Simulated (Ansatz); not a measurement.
The structure below was relaxed with Ansatz (an electronic-structure program) PBE, no spin-orbit coupling, at pressure 50 GPa.

```
TiB2
1.0
    2.90231     0.00000     0.00000
   -1.45115     2.51347     0.00000
    0.00000     0.00000     3.03062
Ti B
1 2
Direct
  0.00000   0.00000   0.00000
  0.33333   0.66667   0.50000
  0.66667   0.33333   0.50000
```

### Question
Find the space group and the Wyckoff positions.

### Answer
Space group P6/mmm (No. 191); a = b = 2.902 Å, c = 3.031 Å, α = β = 90.00°, γ = 120.00°

```
atom  site  symmetry       x       y       z
----  ----  --------  ------  ------  ------
Ti      1a     6/mmm  0.0000  0.0000  0.0000
B       2d      -6m2  0.3333  0.6667  0.5000
```

Load acts through the strain it causes; cell and atoms are relaxed under it. No phonon test of stability was made. Competing high-pressure phases were not computed. All final runs are without spin polarisation. The cell was made from TiB$_{2}$ (space group P6/mmm, No. 191) by this change: pressure 50 GPa.
